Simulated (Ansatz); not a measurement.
Gap of a SiS2 chain of edge-sharing tetrahedra at several levels, all on one geometry.

Levels: PBE+D3(BJ) (plane waves to 420 eV, PAW; Ansatz, an electronic-structure program); r2SCAN (plane waves to 500 eV, PAW; Ansatz); Ansatz with HSE06. Unmarked values and the geometry are of the first. Mesh 1×1×52. No spin polarisation, so a magnetic state wasn't tested. One-dimensional cell, images about 11 Å apart. A hypothetical model. It keeps the symmetry and period of its start, so it need not be a minimum against all distortions. Pairing along the axis, which can open a gap, is among the distortions not tried. HSE06 ran on a 1×1×4 mesh and at PBE's edge points.

```json
[
 {"level": "PBE", "gap (eV)": "3.36"},
 {"level": "r2SCAN", "gap (eV)": "[?]"},
 {"level": "HSE06", "gap (eV)": "4.53"}
]
```

Question: Some entries are withheld; supply them.

Answer: 
- r2SCAN, gap (eV): 3.83
